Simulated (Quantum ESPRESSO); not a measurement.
# Variants of one calculation on CsPbBr₃ (Pnma, 20 atoms in the cell)

```
CsPbBr3
1.0
    8.58066     0.00000     0.00000
    0.00000    12.05709     0.00000
    0.00000     0.00000     8.22260
Cs Pb Br
4 4 12
Cartesian
  3.77412   3.01427   4.27123
  4.80654   9.04282   3.95137
  0.51621   9.04282   0.15993
  8.06445   3.01427   8.06267
  0.00000   6.02855   4.11130
  4.29033   6.02855   0.00000
  4.29033   0.00000   0.00000
  0.00000   0.00000   4.11130
  8.52694   9.04282   4.60194
  0.05371   3.01427   3.62066
  4.34404   3.01427   0.49064
  4.23661   9.04282   7.73195
  1.72488   0.38221   6.60102
  6.85577  11.67488   1.62158
  2.56545  11.67488   2.48972
  6.01521   0.38221   5.73288
  6.01521   5.64634   5.73288
  2.56545   6.41076   2.48972
  6.85577   6.41076   1.62158
  1.72488   5.64634   6.60102
```

Base run A: PBE, PseudoDojo standard norm-conserving (PBE) pseudopotentials run with Quantum ESPRESSO, self-consistent single point.

Its settings: ecutwfc = 65 Ry; occupations = fixed; potentials = {Cs: Cs.upf, Pb: Pb.upf, Br: Br.upf}; K_POINTS = automatic 2 1 2 0 0 0; nbnd = 94; conv_thr = 1e-10 Ry.

The starting cell comes from a database of computed structures (which also holds hypothetical and non-ambient phases and stackings), without a prior relaxation at this level. Its lattice was rescaled by a random factor within 2.5 % of one. Spin-orbit coupling is off.

ΔF is the free energy per atom less that of run A. A dash stands where there is no value to compare (another energy zero or no entropy term, no result, no spin, no clean gap, or a mesh too coarse for one). Total energies depend on the potentials, the functional and any Hubbard or dispersion term, so they are compared only between runs that share all of them.

Run A gave: pressure (GPa) -0.01; largest force (eV/Å) 0.170; gap on the mesh (eV) 2.116.

Runs:
- B: vdw_corr: default → grimme-d2 [PBE-D2]
- C: ecutrho: default → 1040 Ry
- D: lattice scaled by 1.015; ecutwfc: 65 Ry → 39 Ry
- E: nosym: default → true
- F: diagonalization: default → cg

Task: What does run B change against A?

Result: The pressure goes from -0.01 to -2.62 GPa, the largest force goes from 0.170 to 0.199 eV/Å and the gap on the mesh stays at 2.116 eV.

```tsv
run	ΔF (meV/atom)	pressure (GPa)	largest force (eV/Å)	gap on the mesh (eV)
A	0.00	-0.01	0.170	2.116
B	–	-2.62	0.199	2.116
C	0.00	-0.01	0.170	2.116
D	92.3	-3.49	0.134	2.207
E	0.00	-0.01	0.170	2.116
F	0.00	-0.01	0.170	2.116
```
